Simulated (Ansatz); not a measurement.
Candidates (primitive cells; geometry: relaxed with this functional, without spin-orbit coupling):
A. PdCu (Pm-3m), a = 2.962 Å, b = 2.962 Å, c = 2.962 Å, α = 90.00°, β = 90.00°, γ = 90.00°
B. LuPd (Pm-3m), a = b = c = 3.3917 Å, α = β = γ = 90.00°
C. PdTe (P6_3/mmc), a = 4.1572 Å, b = 4.1572 Å, c = 5.6125 Å, α = 90.00°, β = 90.00°, γ = 120.00°
D. PdAl (P2_13), a = b = c = 4.8504 Å, α = β = γ = 90.00°

**Question.** Put the candidates in order of resistivity at 300 K, lowest first, for PBEsol, DFPT electron-phonon coupling, linearised Boltzmann equation in Ansatz (a quantum-chemistry and plane-wave program).

**Answer.** A (4.6 μΩ·cm), B (8.3 μΩ·cm), D (13.5 μΩ·cm), C (23 μΩ·cm)

Metals; harmonic phonons alone scatter; means over directions. Halving the electron mesh moves these values by up to 10 %; q meshes are mostly untested. Some of the runs warned that the eigensolver left states short of its tolerance. Spin-orbit coupling is left out.

Formula and space group known from diffraction (Crystallography Open Database), not checked to be the room-temperature form: LuPd (Pm-3m), PdCu (Pm-3m), PdTe (P6_3/mmc). The missing spin-orbit coupling matters most for LuPd (Pm-3m).
